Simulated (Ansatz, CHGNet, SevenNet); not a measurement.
**Al₂Cu (I4/mcm, No. 140, 6 atoms in the cell; start mp-998): lattice parameter c by level of theory**

No measured value is used here.

| level (code) | value (Å) |
|---|---|
| CHGNet 0.3.0 | 5.049 |
| SevenNet-l3i5 | 4.875 |
| LDA (Ansatz) | 4.776 |
| PBE (Ansatz) | 4.877 |
| PBEsol (Ansatz) | 4.820 |

CHGNet 0.3.0, SevenNet-l3i5, LDA, PBE, PBEsol: the relaxation could not lower the start's symmetry, so the cell can be a saddle point above a distorted one. Ansatz's density-functional and Hartree–Fock values are scalar-relativistic unless marked +SOC, with PAW data made under PBE.

Machine-learned potentials (CHGNet 0.3.0, SevenNet-l3i5) are trained on DFT data: a solid inside that data is no test of them.

A start named mp-… is a Materials Project structure, which need not be a measured phase.

Ansatz is a quantum-chemistry and plane-wave program.
